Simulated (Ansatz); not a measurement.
Phonon-limited resistivity of HfW2 (Fd-3m) against temperature in μΩ·cm, PBEsol, DFPT electron-phonon coupling, linearised Boltzmann equation run with Ansatz (a quantum-chemistry and plane-wave program), harmonic crystal at a fixed cell.

```tsv
T	ρ
50 K	0.459
77 K	(withheld)
100 K	2.55
150 K	4.82
200 K	6.96
250 K	9.03
273 K	(withheld)
300 K	11.0
350 K	13.0
400 K	(withheld)
500 K	19.0
600 K	22.9
800 K	30.8
```

Complete the blanks.


- 77 K, ρ: 1.50
- 273 K, ρ: 9.96
- 400 K, ρ: 15.0

A metal at this level (no band gap). Only scattering by harmonic phonons is included (no impurities, grain boundaries, electron-electron scattering or thermal expansion). Spin-orbit coupling is left out, which matters with elements this heavy. Halving the electron mesh (20x20x20) moves the resistivity by up to 1 %. Smearing 0.20 eV; phonons on a 3x3x3 q mesh, which this run doesn't test and which matters most at low temperature.

Formula and space group known from diffraction (Crystallography Open Database), not checked to be the room-temperature form: HfW2 (Fd-3m).
